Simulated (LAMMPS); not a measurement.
Fault surfaces of V (bcc) on several planes, rigid shifts with relaxation along the normal.

Computed with classical force field (static), pair style meam, file MoCoNiVFeAlCr_2nn.meam (LAMMPS).

| plane | largest on the first line | largest on the surface | first line along |
|---|---|---|---|
| (-1-12) | 631 mJ/m² | 3200 mJ/m² | [111] |
| (-110) | 542 mJ/m² | 1760 mJ/m² | [111] |
| (-2-13) | 618 mJ/m² | - | [111] |
| (001) | 1930 mJ/m² | 2750 mJ/m² | [100] |
